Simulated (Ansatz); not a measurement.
Take Mg$_{2}$OsH$_{6}$ (space group Fm-3m, No. 225; a = 6.646 Å; a cell from a computed database, its experimental status unchecked) as the base. Axes: x, y, z lie along the cube axes.

The values are results of r2SCAN (Ansatz, a program for electronic structure, PAW, scalar-relativistic without spin-orbit coupling), earlier PAW set, not measurements.

Strains are applied to the cell and any free atomic positions relax; under biaxial strain the out-of-plane vector relaxes too.

One change was made to it. Results:

The band gap decreases by 0.03 eV to 3.79 eV; the energy stays essentially unchanged.

Question: Which change produced these results?
(A) isotropic strain +2.90 %
(B) uniaxial strain ε_zz = +0.82 %
(C) uniaxial strain ε_zz = −5.11 %
(D) biaxial strain −4.09 %, plane normal [001], relaxed out of plane

Answer: B, uniaxial strain ε_zz = +0.82 %. For comparison, the energy relative to the base in the other runs: biaxial strain −4.09 %, plane normal [001], relaxed out of plane gives +17 meV/atom; uniaxial strain ε_zz = −5.11 % gives +12 meV/atom; isotropic strain +2.90 % gives +15 meV/atom.

With Os present, leaving out spin-orbit coupling can change the band edges. Gaps are read on the SCF mesh and a high-symmetry path. Stability against distortions was not tested.
